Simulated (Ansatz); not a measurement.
**MoS2 under a change: electrons 3.0×10^21 cm⁻³**

The reference is MoS$_{2}$ (space group R3m, No. 160; a = 3.175 Å, c = 18.585 Å (hexagonal axes); layered, stacked along the Cartesian z axis).

Perturbation: 0.162 electrons added to each cell, a density of 3.0×10^21 cm⁻³, with a uniform compensating background at fixed cell and a 300 K Fermi–Dirac width.

Calculations: r2SCAN+rVV10 (Ansatz, a quantum-chemistry and plane-wave program, PAW, scalar-relativistic without spin-orbit coupling). k-mesh 21×21×21 (Γ-centred); smearing 0.0259 eV (Fermi–Dirac).

The gap between the host's bands drops by 0.01 eV (1.02 eV → 1.01 eV) and the gap character becomes indirect, T → Γ–S₀ (56 % along) (base: indirect, T → k = (0.143, 0.476, -0.191) in the run's primitive reciprocal basis). The Fermi level relative to the doped band's edge (positive inside the band; to 0.05 eV) is +0.20 eV.

Cost of the whole job for the changed cell (relaxation, final SCF and bands): roughly 13 core-minutes.

Charged cell with a jellium background: band edges are those of the host's band count, energies are not comparable with the neutral cell, and many-body gap narrowing is missing. No phonon test of stability was made.
